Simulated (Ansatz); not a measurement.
Partial pair distribution functions of a relaxed model of amorphous Ti20O43Y2, broadened by 0.06 Å; density 3.74 g/cm³. Method: PBE, scalar-relativistic without spin-orbit coupling (plane waves to 420 eV, PAW; Ansatz, a first-principles code).

It comes from a melt-quench run on a machine-learned potential (CHGNet), relaxed afterwards by DFT. O atoms were pushed apart under 1.9 Å during the dynamics, to hinder bonds among them. The hot cell started wider than the set density and was brought back towards it in steps. It is the lowest in DFT energy of 2 quenches. It is a model cell: composition and starting density were chosen by hand, and all elements were melted together. No dispersion term was used. Its density started from a set value of 3.74 and ended at 3.74 g/cm³. Cooling (nominally 240 K/ps over its main leg) ran many orders faster than in experiment, which tends to leave more defects and strain. A cell of this size samples the disorder only roughly. The volume was held where the preparation left it and the shape relaxed, at a PBE pressure of 0.4 GPa. Stress components on the final sampling reach 0.5 GPa.

| r (Å) | g Ti-O | g O-Y | g Ti-Ti | g O-O |
|---|---|---|---|---|
| 1.55 | 0.01 | 0.00 | 0.00 | 0.00 |
| 1.65 | 0.35 | 0.00 | 0.00 | 0.00 |
| 1.75 | 2.41 | 0.00 | 0.00 | 0.00 |
| 1.85 | 6.24 | 0.00 | 0.00 | 0.00 |
| 1.95 | 6.31 | 0.00 | 0.00 | 0.00 |
| 2.05 | 3.63 | 0.09 | 0.00 | 0.00 |
| 2.15 | 1.45 | 1.47 | 0.00 | 0.00 |
| 2.25 | 0.55 | 5.65 | 0.00 | 0.01 |
| 2.35 | 0.35 | 7.51 | 0.00 | 0.18 |
| 2.45 | 0.23 | 2.67 | 0.00 | 1.08 |
| 2.55 | 0.20 | 0.61 | 0.00 | 2.08 |
| 2.65 | 0.13 | 0.06 | 0.01 | 2.13 |
| 2.75 | 0.10 | 0.48 | 0.26 | 2.31 |
| 2.85 | 0.11 | 0.42 | 1.30 | 2.74 |
| 2.95 | 0.09 | 0.15 | 1.48 | 2.50 |
| 3.05 | 0.08 | 0.54 | 1.80 | 1.73 |
| 3.15 | 0.14 | 0.31 | 1.93 | 1.25 |
| 3.25 | 0.40 | 0.47 | 1.35 | 1.01 |
| 3.35 | 0.56 | 0.08 | 1.82 | 0.74 |
| 3.45 | 0.58 | 0.00 | 2.12 | 0.76 |
| 3.55 | 0.77 | 0.15 | 2.37 | 0.64 |
| 3.65 | 1.22 | 1.03 | 2.50 | 0.61 |
| 3.75 | 1.38 | 0.47 | 1.62 | 0.76 |
| 3.85 | 1.36 | 0.16 | 0.82 | 0.79 |
| 3.95 | 1.24 | 0.46 | 0.43 | 0.74 |
| 4.05 | 1.71 | 0.61 | 0.32 | 0.70 |
| 4.15 | 1.84 | 0.64 | 0.28 | 0.68 |
| 4.25 | 1.82 | 1.57 | 0.44 | 0.60 |
| 4.35 | 1.27 | 1.44 | 0.33 | 0.81 |
| 4.45 | 1.14 | 0.92 | 0.85 | 0.81 |

Within 2.62 Å each Ti has 5.55 O neighbours on average.
